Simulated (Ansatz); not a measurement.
## The (10-12) surface of hcp Zr in its 1x1 cell, outermost plane spacing 0.63 Å in the ideal cut (one of several cuts of this face)

Calculation: r2SCAN, at the PBE geometry (plane waves to 500 eV, PAW; Ansatz, a quantum-chemistry and plane-wave program).

Model: 12-atom slab, 10.1 Å thick at the start (thin: gaps and levels are the slab's own), 12x5x1 mesh, Fermi-Dirac 0.1 eV, dipole correction, single point; on the structure that PBE left under its start's symmetry; no spin, no spin-orbit, no U.

| Quantity | Value |
|---|---|
| surface energy (mean of both faces) | 1.84 J/m^2 |
| work function of the top face | 3.41 eV |
| cost | about 2.8 core-minutes (a rough figure) |
